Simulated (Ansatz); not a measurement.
The reference is Ti2O3 (space group P2_1/m, No. 11; a cell from a computed database, its experimental status unchecked).

```
Ti2O3
1.0
    4.99204     0.00000     0.00000
    0.00000     2.92822     0.00000
   -1.86432     0.00000     7.32806
Ti O
4 6
Cartesian
 -0.41244   0.73206   4.82541
  3.54016   2.19617   2.50265
  1.14968   0.73206   0.13372
  1.97804   2.19617   7.19433
 -1.26210   2.19617   6.07794
  4.38982   0.73206   1.25012
  0.14357   2.19617   3.70252
  2.98415   0.73206   3.62554
  1.00067   0.73206   6.19082
  2.12705   2.19617   1.13724
```

The values are results of Ansatz (a first-principles code), PBEsol, PAW, cutoff 420 eV, no SOC, not measurements.

Before the change:

```
Property                         Value
-----------------------------  -------
Band gap                          zero
Shortest interatomic distance  1.927 Å
Gap character                   absent
```

The change: full substitution Ti → Hf, then cell and atoms are relaxed.

Tabulated Pauling electronegativity and covalent radius: Ti 1.54, 1.60 Å; Hf 1.30, 1.75 Å.

Problem. How does this affect the band gap, shortest interatomic distance and gap character?

Solution. The band gap changes from zero to 0.15 eV; the shortest interatomic distance goes up by 0.146 Å to 2.073 Å; the gap character becomes indirect, Γ–Z (89 % along) → A–E (33 % along) (base: absent).

With Hf present, leaving out spin-orbit coupling can change the band edges. Whether these cells are dynamically stable was not tested. As relaxed here, Hf2O3 is a hypothetical phase, not in the database extracts checked. No Hubbard U is applied, and correlation can decide whether such a compound is a metal. The final runs are not spin-polarised. The zero or small gap of Hf2O3 and Ti2O3 can change with the level of theory.
